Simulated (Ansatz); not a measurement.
The (11-20) surface of hcp Os in its 1x1 cell, outermost plane spacing 1.38 Å in the ideal cut

The numbers are results of r2SCAN, at the PBE geometry (plane waves to 500 eV, PAW; Ansatz, a quantum-chemistry and plane-wave program), not measurements.

Slab: 16 atoms, 9.6 Å thick at the start (thin: gaps and levels are the slab's own); k 9x8x1, smearing 0.1 eV, dipole-corrected; single point; on the structure that PBE left under its start's symmetry; no spin, no spin-orbit, no U.

```json
{
 "surface energy (mean of both faces)": "4.43 J/m^2",
 "work_function_of_the_top_face": "4.81 eV",
 "cost": "around 4 core-minutes (rough)"
}
```
